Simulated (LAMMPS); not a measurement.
LAMMPS 22 Jul 2025, classical MD, Buckingham with full ionic charges: MgO, 2744 atoms.

* **task**: MD, nve
* **potential**: Buckingham with full ionic charges
* **copies of the repeat unit**: 7×7×7
* **shape (slab and sphere leave vacuum in the box)**: bulk
* **steps**: 200
* **timestep**: 1 fs
* **neighbor skin**: 2 Å
* **neigh_modify**: every 1 delay 0 check yes
* **thermo**: 50
* **pair cutoff**: 10 Å
* **newton**: on (default)
* **atom_modify sort (bins of 2 Å where set)**: 1000 (default)
* **comm_style**: brick (default)
* **box**: 29.5 × 29.5 × 29.5 Å
* **start**: generated rock salt lattice, warmed in an untimed run

All runs start from one configuration, warmed at this fixed volume for 1000 steps under a thermostat at 2000 K. The reference run has a mean temperature of 1990 K and a mean pressure of 9.6 GPa.

Differences are taken against the run with kspace_style = pppm, kspace_accuracy = 1e-08, kspace_modify order 7; no run here is proven converged. One run each, on a shared machine, so no times are given.

Settings tried, all else as in the reference:
- kspace_style = pppm/stagger, kspace_accuracy = 0.0001, kspace_modify order 5 diff ik (default)
- kspace_style = ewald, kspace_accuracy = 0.0001, kspace_modify not set
- kspace_style = msm, kspace_accuracy = 0.0001, kspace_modify not set

**Question.** Which settings reproduce the reference to 1.0 meV/atom in energy, 10 meV/Å in forces on 48 atoms (largest component)?

**Answer.** Within it: kspace_style = msm, kspace_accuracy = 0.0001, kspace_modify not set; kspace_style = pppm/stagger, kspace_accuracy = 0.0001, kspace_modify order 5 diff ik (default). At the edge (between 0.75 and 1.33 times the tolerance): kspace_style = ewald, kspace_accuracy = 0.0001, kspace_modify not set. No setting lies outside.

```
setting                                                                                         k-space grid  energy against the reference  difference in forces on 48 atoms (largest component)
----------------------------------------------------------------------------------------------  ------------  ----------------------------  ----------------------------------------------------
the reference                                                                                       80×80×80                             —                                                     —
kspace_style = msm, kspace_accuracy = 0.0001, kspace_modify not set                                 16×16×16                −0.17 meV/atom                                            0.59 meV/Å
kspace_style = pppm/stagger, kspace_accuracy = 0.0001, kspace_modify order 5 diff ik (default)      18×18×18                −0.41 meV/atom                                            0.52 meV/Å
kspace_style = ewald, kspace_accuracy = 0.0001, kspace_modify not set                                      —                −0.90 meV/atom                                            0.83 meV/Å
```

Total energies are compared; such shifts often cancel in part in energy differences. MSM sets its own Coulomb cutoff to reach the accuracy. Energies and forces are those of the first step; by LAMMPS's own estimate the reference reaches a relative force accuracy of 7e-07. The tolerance is a choice made for this comparison.
